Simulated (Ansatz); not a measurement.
# PBE against PBEsol: hypothetical CsCl type TiS

The parent structure is TiS in the CsCl type structure (space group Pm-3m, No. 221; a = 3.0532 Å; a hypothetical phase, not in the database extracts checked).

(Cell as relaxed with PBE.)

Levels (all Ansatz, a first-principles code, PAW): PBE (420 eV, scalar-relativistic without spin-orbit coupling); PBEsol (420 eV, spin-orbit coupling left out).

Each level relaxes its own structure.

```csv
quantity,PBE,PBEsol
volume per atom,14.23 Å³,?
lattice parameter a,5.770 bohr,?
band gap,zero,?
```

Q: What does PBEsol give?

A: 
- volume per atom, PBEsol: 13.64 Å³
- lattice parameter a, PBEsol: 5.689 bohr
- band gap, PBEsol: zero

PBE's volume per atom lies 0.59 Å³ above PBEsol's (4.3 %); PBE's lattice parameter a lies 0.081 bohr above PBEsol's (1.4 %); the two agree on the band gap. Neither level is exact; PBEsol is the comparison here, not a measurement.

No phonon test of stability was made. All final runs are without spin polarisation.
